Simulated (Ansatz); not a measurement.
Effect of x(Hf) = 0.667, 6 atoms, C2/m on Zr

Take Zr in the hcp (Mg type) structure (space group P6_3/mmc, No. 194; a = 3.231 Å, c = 5.173 Å) as the base.

The other end (x = 1) is Hf in the hcp (Mg type) structure (space group P6_3/mmc, No. 194): 22.54 Å³/atom, gap zero.

Perturbation: a fraction x = 0.667 of the Zr sites is given to Hf, ordered in a cell of 6 atoms (starting symmetry C2/m) and fully relaxed.

All numbers come from PBE (Ansatz, a program for electronic structure; PAW; 420 eV plane waves; without spin-orbit coupling). Settings: 15×15×7 k-points, 0.05 eV Fermi–Dirac smearing, for the changed cell.

```json
{
 "volume_per_atom": "22.82 Å³ (base 23.39 Å³)",
 "density": "10.87 g/cm³ (base 6.48 g/cm³)",
 "band_gap": "zero (base zero)",
 "mixing_energy": "0.00 eV/atom (to 0.01 eV only: unlike meshes or grids)"
}
```

Cost of the whole job for the changed cell (relaxation, final SCF and bands): very roughly 28 core-minutes.

Each cell is one ordered arrangement of few atoms, which overstates ordering effects compared with a random alloy. No phonon test of stability was made. All final runs are without spin polarisation.
